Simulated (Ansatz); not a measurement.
A relaxation of cell and atoms of TiSi₂ (Cmcm, 6 atoms in the cell) with Ansatz (an electronic-structure program).

Method of the run: PBE, harder PAW files (source: ansatz) (plane waves; Ansatz).

```
CELL_PARAMETERS angstrom
      1.76952    -6.77618     0.00000
      1.76952     6.77618     0.00000
      0.00000     0.00000     3.57408
ATOMIC_POSITIONS crystal
  Ti 0.89688 0.10312 0.75000
  Ti 0.10312 0.89688 0.25000
  Si 0.55825 0.44175 0.75000
  Si 0.44175 0.55825 0.25000
  Si 0.24969 0.75031 0.75000
  Si 0.75031 0.24969 0.25000
```

Reference input (self-consistent single point, DFT, PBE, plane waves, harder PAW files (source: ansatz)): basis.ecutwfc = 740 eV; kpoints.mp_grid.grid = 10 10 9; hamiltonian.xc = pbe; hamiltonian.pseudopotentials = {kind: paw, source: ansatz}; scf.occupations.method = fermi_dirac; scf.occupations.width = 0.1 eV. This run's input differs from it in these lines:

```diff
@@ -27,2 +27,4 @@
     width: 0.1
+relax:
+  cell: {}
 output:
```

Output (repeated stretches shortened):

```
   [... SCF lines of the steps left out ...]
relax step   1: F+E_penalty+E_count = -7545.83533208 eV  Δ(F+E_penalty+E_count) = +0.000e0 eV  max|allowed force component| = 1.553e-1 eV/Å  Δτ_max = 0.0000 Å  P = +0.820 GPa  Ω = 85.711 Å³  (8 SCF iters, dr2 threshold 1.00e-7 eV, accepted)
relax step   2: F+E_penalty+E_count = -7545.83774522 eV  Δ(F+E_penalty+E_count) = -2.413e-3 eV  max|allowed force component| = 7.760e-2 eV/Å  Δτ_max = 0.0057 Å  P = +0.155 GPa  Ω = 86.084 Å³  energy of the carried Pulay correction = -5.092e-6 eV  (6 [...]
   [... lines left out ...]
relax step   4: F+E_penalty+E_count = -7545.83829465 eV  Δ(F+E_penalty+E_count) = -1.767e-5 eV  max|allowed force component| = 2.165e-3 eV/Å  Δτ_max = 0.0009 Å  P = -0.006 GPa  Ω = 86.118 Å³  energy of the carried Pulay correction = -5.564e-6 eV  (6 [...]
relax step   5: F+E_penalty+E_count = -7545.83830038 eV  Δ(F+E_penalty+E_count) = -5.722e-6 eV  max|allowed force component| = 2.169e-3 eV/Å  Δτ_max = 0.0000 Å  P = -0.006 GPa  Ω = 86.118 Å³  stress off target by 3.97e-2 GPa  SCF on the basis [...]
basis re-selected at this cell: Δ(F+E_penalty+E_count) = -5.722e-6 eV, ΔP = +0.000 GPa vs the last step
the relaxation is at rest under the 8 symmetry operations that the run kept from its start: a minimum is not shown …
Stability not checked: this state was not tested for a lower state beside it, because too few of the mixer's solves of this state at the end of the SCF gave a …
Free energy (F): -7545.838300 eV
Internal energy: -7545.784651 eV  (E = F + TS)
   [... lines left out ...]
Fermi energy:    12.747103 eV
  cell:  # Å, volume = 86.1182 Å³
   [... lines left out ...]
    - { symbol: Ti, position: [0.10316658575279075, 0.8968334142472092, 0.25] }
    - { symbol: Si, position: [0.5591857025854863, 0.4408142974145137, 0.7500000000000001] }
    - { symbol: Si, position: [0.4408142974145137, 0.5591857025854863, 0.25] }
    - { symbol: Si, position: [0.24971610870297556, 0.7502838912970244, 0.7500000000000001] }
    - { symbol: Si, position: [0.7502838912970244, 0.24971610870297556, 0.25] }
```

The run converged.  The full log also holds: “iter 5 did not close the SCF: its close was put off for the readings that it lacked (scf_convergence_deferred on its scf_iter line)”. The full log also holds: “iter 4 did not close the SCF: its close was put off for the readings that it lacked (scf_convergence_deferred on its scf_iter line)”.

Summary of the result:
```
Quantity                                                                                                                 Value
-----------------------------------------------  -----------------------------------------------------------------------------
Free energy E − TS (on the zero of these files)                                                                  -7545.8383 eV
Fermi level (on the code's own zero)                                                                                  12.75 eV
Pressure                                                                                                             -0.01 GPa
Largest force (vector length)                                                                                       0.002 eV/Å
Final cell                                       a = 7.0073 Å, b = 7.0073 Å, c = 3.5801 Å, α = 90.00°, β = 90.00°, γ = 150.67°
Final volume per atom                                                                                                 14.35 Å³
Relaxation steps                                                                                                             5
```

The starting cell comes from a database of computed structures (which also holds hypothetical and non-ambient phases and stackings), without a prior relaxation at this level. Its lattice was rescaled by a random factor within 2.5 % of one. Spin polarisation is off. The relaxation keeps the symmetry of its start, so its end need not be a minimum. Ansatz's pressure includes its estimate of the finite-basis (Pulay) stress.

Cost on one core of a shared machine: roughly 2 min.

Keys are those of Ansatz 0.2.
